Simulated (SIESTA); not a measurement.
# A self-consistent single point of Ba₃ZnN₂O (P4/mmm, 7 atoms in the cell) with SIESTA

Level of theory: SIESTA with GGA PBEsol, numerical atomic orbitals TZP, PseudoDojo PBEsol standard norm-conserving potentials (rewritten from UPF to PSML).

This input was run:

```
# files in the folder: Ba.psml Zn.psml N.psml O.psml (PseudoDojo PBEsol standard)
SystemName  Ba3ZnN2O
SystemLabel Ba3ZnN2O

NumberOfAtoms                7
NumberOfSpecies              4
%block ChemicalSpeciesLabel
  1 56 Ba
  2 30 Zn
  3 7 N
  4 8 O
%endblock ChemicalSpeciesLabel
LatticeConstant              1.0 Ang
%block LatticeVectors
     4.090843000    0.000000000    0.000000000
     0.000000000    4.090843000    0.000000000
     0.000000000    0.000000000    9.160872000
%endblock LatticeVectors
AtomicCoordinatesFormat      Ang
%block AtomicCoordinatesAndAtomicSpecies
     0.000000000    0.000000000    1.995970791  1
     0.000000000    0.000000000    7.164901209  1
     2.045421500    2.045421500    4.580436000  1
     2.045421500    2.045421500    0.000000000  2
     2.045421500    2.045421500    7.333644471  3
     2.045421500    2.045421500    1.827227529  3
     0.000000000    0.000000000    4.580436000  4
%endblock AtomicCoordinatesAndAtomicSpecies

XC.functional                GGA
XC.authors                   PBEsol
PAO.BasisSize                TZP
PAO.EnergyShift              0.01 Ry
MeshCutoff                   350 Ry
%block kgrid.MonkhorstPack
    6   0   0  0.0
    0   6   0  0.0
    0   0   3  0.0
%endblock kgrid.MonkhorstPack
OccupationFunction           FD
ElectronicTemperature        232.09 K

MaxSCFIterations             150
SCF.Mixer.Method             Pulay
SCF.Mixer.Weight             0.25
SCF.Mixer.History            8
SCF.DM.Tolerance             1.0E-05
Diag.ParallelOverK           true
WriteForces                  true
```

The program printed (abridged):

```
reinit: Reading from file input.fdf

reinit: System Name: Ba3ZnN2O
reinit: System Label: Ba3ZnN2O

coor:   Atomic-coordinates input format  =     Cartesian coordinates
coor:                                          (in Angstroms)

siesta: Atomic coordinates (Bohr) and species
siesta:      0.00000   0.00000   3.77184  1        1
siesta:      0.00000   0.00000  13.53970  1        2
siesta:      3.86529   3.86529   8.65577  1        3
siesta:      3.86529   3.86529   0.00000  2        4
siesta:      3.86529   3.86529  13.85858  3        5
siesta:      3.86529   3.86529   3.45296  3        6
siesta:      0.00000   0.00000   8.65577  4        7

siesta: System type = bulk

initatomlists: Number of atoms, orbitals, and projectors:      7   106   101

siesta: ******************** Simulation parameters ****************************
redata: Spin configuration                          = none
redata: Time-Reversal Symmetry                      = T
redata: Number of Atomic Species                    =        4
redata: Mesh Cutoff                                 =   350.0000 Ry
redata: Net charge of the system                    =     0.0000 |e|
redata: Min. number of SCF Iter                     =        0
redata: Max. number of SCF Iter                     =      150
redata: SCF convergence failure will abort job
redata: SCF mix quantity                            = Hamiltonian
redata: Mix DM or H after convergence               =   F
redata: Recompute H after scf cycle                 =   F
redata: Mix DM in first SCF step                    =   T
redata: No kicks to SCF
redata: DM Mixing Weight for Kicks                  =     0.5000
redata: Require Harris convergence for SCF          =   F
redata: Harris energy tolerance for SCF             =     0.000100 eV
redata: Require DM convergence for SCF              =   T
redata: DM tolerance for SCF                        =     0.000010
   [... lines left out ...]
diag: Parallel distribution                         =     1 x     1
diag: Used triangular part                          = Lower
diag: Absolute tolerance                            =  0.100E-15
diag: Orthogonalization factor                      =  0.100E-05
diag: Memory factor                                 =  1.0000

superc: Internal auxiliary supercell:     5 x     5 x     3  =      75
superc: Number of atoms, orbitals, and projectors:    525   7950   7575

                        Single-point calculation

superc: Internal auxiliary supercell:     5 x     5 x     3  =      75
superc: Number of atoms, orbitals, and projectors:    525   7950   7575

outcell: Unit cell vectors (Ang):
        4.090843    0.000000    0.000000
        0.000000    4.090843    0.000000
        0.000000    0.000000    9.160872

outcell: Cell vector modules (Ang)   :    4.090843    4.090843    9.160872
outcell: Cell angles (23,13,12) (deg):     90.0000     90.0000     90.0000
outcell: Cell volume (Ang**3)        :    153.3072
new_DM -- step:     1
Initializing Density Matrix...

Attempting to read DM from file... Failed...
DM filled with atomic data:

InitMesh: MESH = 48 x 48 x 108 = 248832
InitMesh: Mesh cutoff (required, used) =   350.000   380.504 Ry

stepf: Fermi-Dirac step function
        iscf     Eharris(eV)        E_KS(eV)     FreeEng(eV)     dDmax    Ef(eV) dHmax(eV)
   scf:    1    -8310.506791    -8764.350969    -8764.389014 17.882040 -1.493976108.383921
   scf:    2    -8623.716998    -8888.002216    -8888.016638  7.822185 -4.224446 49.518335
   scf:    3    -8967.523633    -8970.751837    -8970.751839  3.859639 -4.592682 14.216142
   scf:    4    -8977.571303    -8974.560490    -8974.560490  1.051122 -4.638716 10.314074
   scf:    5    -8976.291843    -8976.321394    -8976.321394  2.512634 -4.512273  3.713697
   scf:    6    -8976.641738    -8976.587678    -8976.587678  0.799598 -4.479411  2.039374
   [... 4 lines left out ...]
   scf:   11    -8976.652954    -8976.653074    -8976.653074  0.028427 -4.372136  0.049033
   scf:   12    -8976.653123    -8976.653118    -8976.653118  0.010830 -4.371914  0.006416
   scf:   13    -8976.653119    -8976.653119    -8976.653119  0.000824 -4.371925  0.001476
   scf:   14    -8976.653119    -8976.653119    -8976.653119  0.000299 -4.371921  0.000033
   scf:   15    -8976.653119    -8976.653119    -8976.653119  0.000008 -4.371929  0.000040
SCF Convergence by DM+H criterion
max |DM_out - DM_in|         :     0.0000075829
max |H_out - H_in|      (eV) :     0.0000402427
SCF cycle converged after 15 iterations

Using DM_out to compute the final energy and forces

siesta: E_KS(eV) =            -8976.6531

siesta: E_KS - E_eggbox =     -8976.6531

siesta: Atomic forces (eV/Ang):
     1    0.000000   -0.000000   -0.720122
     2   -0.000000    0.000000    0.720122
     3    0.000000   -0.000000   -0.000000
     4    0.000000    0.000000    0.000000
     5   -0.000000    0.000000   -0.105287
     6   -0.000000    0.000000    0.105287
     7   -0.000000    0.000000    0.000000
   Tot    0.000000    0.000000    0.000000
   Max    0.720122
   Res    0.224597    sqrt( Sum f_i^2 / 3N )
   Max    0.720122    constrained

Stress tensor Voigt[x,y,z,yz,xz,xy] (kbar):       -6.55       -6.55      -45.63       -0.00        0.00       -0.00
(Free)E + p*V (eV/cell)    -8974.7800
Target enthalpy (eV/cell)    -8976.6531

siesta: Program's energy decomposition (eV):
siesta: Ebs     =     -1639.699985
siesta: Eions   =     11734.521916
siesta: Ena     =      1478.678438
siesta: Ekin    =      3725.570174
siesta: Enl     =     -1102.404416
siesta: Eso     =         0.000000
siesta: Edftu   =         0.000000
siesta: DEna    =        65.917617
siesta: DUscf   =         8.029517
siesta: DUext   =         0.000000
siesta: Ex      =     -1311.044625
siesta: Ec      =      -106.877909
siesta: Exc     =     -1417.922533
siesta: Eharris =     -8976.653119
siesta: Etot    =     -8976.653119
siesta: FreeEng =     -8976.653119

siesta: Atomic forces (eV/Ang):
siesta:      1    0.000000   -0.000000   -0.720122
siesta:      2   -0.000000    0.000000    0.720122
siesta:      3    0.000000   -0.000000   -0.000000
siesta:      4    0.000000    0.000000    0.000000
siesta:      5   -0.000000    0.000000   -0.105287
siesta:      6   -0.000000    0.000000    0.105287
siesta:      7   -0.000000    0.000000    0.000000
siesta: ----------------------------------------
siesta:    Tot    0.000000    0.000000    0.000000

siesta: Stress tensor (static) (eV/Ang**3):
siesta:    -0.004088   -0.000000    0.000000
siesta:    -0.000000   -0.004088   -0.000000
siesta:     0.000000   -0.000000   -0.028480

siesta: Cell volume =        153.307160 Ang**3

siesta: Pressure (static):
siesta:                Solid            Molecule  Units
siesta:           0.00013307          0.00005866  Ry/Bohr**3
siesta:           0.01221823          0.00538553  eV/Ang**3
siesta:          19.57575522          8.62857083  kBar
```

The run converged in 15 iterations.

The starting cell comes from a database of computed structures (which also holds hypothetical and non-ambient phases and stackings), without a prior relaxation at this level. Its lattice was rescaled by a random factor within 2.5 % of one. Values carry the incompleteness of an atom-centred basis.

Cost on one core of a shared machine: roughly 50 s.
